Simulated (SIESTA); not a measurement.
A working SIESTA input for Na₂NiH₄Se₂O₁₀ (P-1, 19 atoms in the cell) (DFT, LDA PW92, numerical atomic orbitals DZP, PseudoDojo LDA standard norm-conserving potentials (rewritten from UPF to PSML)):

```
# files in the folder: Na.psml Ni.psml H.psml Se.psml O.psml (PseudoDojo LDA standard)
SystemName  Na2NiH4(SeO5)2
SystemLabel Na2NiH4(SeO5)2

NumberOfAtoms                19
NumberOfSpecies              5
%block ChemicalSpeciesLabel
  1 11 Na
  2 28 Ni
  3 1 H
  4 34 Se
  5 8 O
%endblock ChemicalSpeciesLabel
LatticeConstant              1.0 Bohr
%block LatticeVectors
    10.608752388    0.000000000    0.000000000
    -3.165346061   10.898460631    0.000000000
    -2.295051591   -5.725172849   12.776547933
%endblock LatticeVectors
AtomicCoordinatesFormat      Ang
%block AtomicCoordinatesAndAtomicSpecies
     0.398591857    3.321034864    1.697769274  1
     2.325800143   -0.583448864    5.063288726  1
     0.000000000    0.000000000    0.000000000  2
     2.575874398    3.158712805    4.198684629  3
     0.148517602   -0.421126806    2.562373371  3
    -0.646952046   -1.353192556    4.842675403  3
     3.371344046    4.090778556    1.918382597  3
    -0.141399162    1.535157411    5.157199821  4
     2.865791162    1.202428589    1.603858179  4
    -1.619391039    1.257114642    5.933166448  5
     4.343783039    1.480471358    0.827891552  5
     1.068324652    1.535331839    6.337410106  5
     1.656067348    1.202254161    0.423647894  5
    -0.158633037    2.910011686    4.240941241  5
     2.883025037   -0.172425686    2.520116759  5
     0.180593575    0.157740213    4.250812386  5
     2.543798425    2.579845787    2.510245614  5
     4.241591328   -2.013365171    4.993514607  5
    -1.517199328    4.750951171    1.767543393  5
%endblock AtomicCoordinatesAndAtomicSpecies

XC.functional                LDA
XC.authors                   PW92
PAO.BasisSize                DZP
PAO.EnergyShift              0.01 Ry
MeshCutoff                   400 Ry
%block kgrid.MonkhorstPack
    4   0   0  0.0
    0   4   0  0.0
    0   0   3  0.0
%endblock kgrid.MonkhorstPack
OccupationFunction           FD
ElectronicTemperature        20.0 meV
Spin                         polarized
%block DM.InitSpin
  1 +0.00
  2 +0.00
  3 +2.00
  4 +0.00
  5 +0.00
  6 +0.00
  7 +0.00
  8 +0.00
  9 +0.00
  10 +0.00
  11 +0.00
  12 +0.00
  13 +0.00
  14 +0.00
  15 +0.00
  16 +0.00
  17 +0.00
  18 +0.00
  19 +0.00
%endblock DM.InitSpin

MaxSCFIterations             150
SCF.Mixer.Method             Broyden
SCF.Mixer.Weight             0.1
SCF.Mixer.History            6
SCF.DM.Tolerance             1.0E-04
Diag.ParallelOverK           true
WriteForces                  true
Charge.Mulliken              end
```

The run converged in 16 iterations: free energy E − TS -18176.1158 eV; top of the valence band (on the code's own zero) -5.57 eV; gap on the k-point mesh 0.79 eV; pressure -0.74 GPa; largest force (vector length) 2.694 eV/Å; size of the cell's spin moment 2.00 μB. Each of these slips is then made, one at a time:

(1)
```diff
-  3 +2.00
+  3 +0.00
```

(2)
```diff
-%endblock LatticeVectors
```

What happens in each case?


(1) A spin-polarised run without starting moments. The run converged in 19 iterations without an error; against the sound input the free energy goes up by 37.0 meV/atom, the pressure stays near -0.66 GPa while the xx stress (positive for compression) goes from -1.00 to -0.23 GPa, the largest force goes from 2.694 to 2.886 eV/Å, no clean gap remains on the mesh (levels overlap or are partly filled), against 0.79 eV before and the size of the net moment goes from 0.11 to 0.00 μB/atom.

(2) A section without its end line. The program stopped before any SCF iteration.

The starting cell comes from a database of computed structures (which also holds hypothetical and non-ambient phases and stackings), without a prior relaxation at this level. With one magnetic atom in the cell only a parallel order is possible. Values carry the incompleteness of an atom-centred basis. In the base run, forces exceed 1 eV/Å.

Left out of this page: 3 runs of the series outside the window shown, repeating another row's setting, or not comparable.
